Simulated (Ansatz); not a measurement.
Abridged Ansatz (a first-principles code) output:

```
Relaxation: its limit of steps is 50 (relax.max_steps)
Pseudopotential: Pd, paw, valence charge 18
Crystal: 1 atoms, lattice volume = 14.650 Å³
Basis set: ecut = 420 eV, 283 PW (Γ), exchange–correlation on 40×40×40 points (8 copies of the dense FFT grid, shifted against one another)
Bands: 13, of which v1, the nominal top of the filled ones, is band 9 counted from 1 (8 counted from 0)
Symmetry: 16 space group operations
k-points: 1800 of 24389
Functional: x = pbesol(κ = 0.804, μ = 0.12345679012345678), c = pbesol(β = 0.046)
SCF iter   1: F=—  HF=-6906.684494 eV  |F-HF|=—  |Δ(HF+E_count)|=         —  Δρ=9.73e-3  dr2=1.19e-2  ethr=1.77e-3  ⟨swp⟩=5.0  Hψ=136134  notcnv=0
SCF iter   2: F=—  HF=-6906.681338 eV  |F-HF|=—  |Δ(HF+E_count)|=   3.16e-3  Δρ=2.43e-3  dr2=6.30e-4  ethr=6.63e-5  ⟨swp⟩=1.1  Hψ=38181  notcnv=0
SCF 1 converged in 6 iterations: F = -6906.681188 eV  dr2 = 5.76e-11
relax step   1: F+E_penalty+E_count = -6906.68118762 eV  Δ(F+E_penalty+E_count) = +0.000e0 eV  max|allowed force component| = 0.000e0 eV/Å  Δτ_max = 0.0000 Å  (6 SCF iters, accepted)
SCF converged after 6 iterations
Free energy (F): -6906.681188 eV
Internal energy: -6906.618683 eV  (E = F + TS)
E sigma→0 (E₀):  -6906.649936 eV
Entropy (-TS):   -0.062504 eV (-62.504 meV/atom)
Fermi energy:    19.867152 eV
--- Forces (eV/Å), atoms counted from 1 ---
  atom   1  Pd     0.00000000     0.00000000    -0.00000000
--- Stress (GPa, compression-positive) ---
       -0.885720       0.000000       0.000000
        0.000000      -0.885720       0.000000
        0.000000       0.000000      -1.216891
  P = ⅓ Tr σ = -0.9961 GPa (-9.961 kbar)
--- Relaxed structure (1 steps of the walk, 1 accepted, 0 SCFs on fresh bases) ---
  atoms:
    - { symbol: Pd, position: [0.0, 0.0, 0.0] }
```

Q: What was computed, and what are the main results?

A: Pd, 1 atom in the cell, with PBEsol in Ansatz (plane waves to 420 eV, PAW, scalar-relativistic without spin-orbit coupling). The last SCF converged to F = -6906.681188 eV, or -6906.6812 eV per atom, at a pressure of -1.00 GPa. The total energy compares only with runs of the same code, potentials and settings.

The cells carry an imposed strain or load. No phonon test of stability was made. All final runs are without spin polarisation. The cell was made from Pd in the fcc (Cu type) structure (space group Fm-3m, No. 225) by this change: uniaxial strain ε_zz = +0.50 %.

Keys are those of Ansatz 0.2.
